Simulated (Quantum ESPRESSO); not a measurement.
# Refining one setting for Mg16Al12Sn (Cm, 29 atoms in the cell)

```yaml
crystal:
  lattice:
    - [5.26160, -7.41684, 0.00000]
    - [5.26160, 7.41684, 0.00000]
    - [-5.14500, 0.00000, 7.50745]
  atoms:
    - { symbol: Mg, position: [0.65940, 0.65940, 0.66550] }
    - { symbol: Mg, position: [0.00017, 0.00017, 0.00097] }
    - { symbol: Mg, position: [0.00146, 0.00146, 0.34541] }
    - { symbol: Mg, position: [0.68730, 0.68730, 0.28928] }
    - { symbol: Mg, position: [0.60280, 0.32162, 0.00264] }
    - { symbol: Mg, position: [0.32162, 0.60280, 0.00264] }
    - { symbol: Mg, position: [0.71380, 0.40226, 0.40021] }
    - { symbol: Mg, position: [0.40226, 0.71380, 0.40021] }
    - { symbol: Mg, position: [0.31373, 0.99543, 0.60023] }
    - { symbol: Mg, position: [0.99543, 0.31373, 0.60023] }
    - { symbol: Mg, position: [0.34691, 0.99637, 0.99458] }
    - { symbol: Mg, position: [0.99637, 0.34691, 0.99458] }
    - { symbol: Mg, position: [0.68046, 0.28802, 0.68324] }
    - { symbol: Mg, position: [0.28802, 0.68046, 0.68324] }
    - { symbol: Mg, position: [0.00148, 0.59902, 0.31728] }
    - { symbol: Mg, position: [0.59902, 0.00148, 0.31728] }
    - { symbol: Al, position: [0.36749, 0.36749, 0.17633] }
    - { symbol: Al, position: [0.17647, 0.17647, 0.81950] }
    - { symbol: Al, position: [0.82293, 0.63961, 0.00814] }
    - { symbol: Al, position: [0.63961, 0.82293, 0.00814] }
    - { symbol: Al, position: [0.99833, 0.81313, 0.63345] }
    - { symbol: Al, position: [0.81313, 0.99833, 0.63345] }
    - { symbol: Al, position: [0.36558, 0.17640, 0.35478] }
    - { symbol: Al, position: [0.17640, 0.36558, 0.35478] }
    - { symbol: Al, position: [0.18994, 0.81980, 0.18798] }
    - { symbol: Al, position: [0.81980, 0.18994, 0.18798] }
    - { symbol: Al, position: [0.00289, 0.63375, 0.81830] }
    - { symbol: Al, position: [0.63375, 0.00289, 0.81830] }
    - { symbol: Sn, position: [0.38344, 0.38344, 0.70133] }
```

Method of the run: PBEsol, SSSP 1.1.2 efficiency (PBE) pseudopotentials (plane waves; Quantum ESPRESSO).

The starting cell comes from a database of computed structures (which also holds hypothetical and non-ambient phases and stackings), without a prior relaxation at this level.

Held fixed: occupations = smearing; smearing = marzari-vanderbilt; degauss = 0.0073499 Ry; input_dft = pbesol; K_POINTS = automatic 3 3 3 0 0 0; conv_thr = 1e-10 Ry; mixing_beta = 0.7. Moved along with it: ecutrho.

ΔF is the free energy per atom less that of the last row (40 Ry).

```
ecutwfc  ΔF (meV/atom)  pressure (GPa)  largest force (eV/Å)  plane waves  iterations
-------  -------------  --------------  --------------------  -----------  ----------
16 Ry            235.0          -10.37                 0.052         4294          19
20 Ry             29.7           -2.62                 0.042         5982          20
24 Ry              2.4           -1.06                 0.042         7879          20
28 Ry             0.69           -0.87                 0.043         9941          20
32 Ry             0.48           -0.88                 0.043        12116          20
36 Ry             0.14           -0.88                 0.043        14445          20
40 Ry             0.00           -0.87                 0.043        16915          19
```

Largest force within 0.005 eV/Å of the last row: from ecutwfc = 20 Ry on; the one before it is off by 0.0096 eV/Å. The value it settles on is 0.043 eV/Å at this level of theory and with the other settings as held.
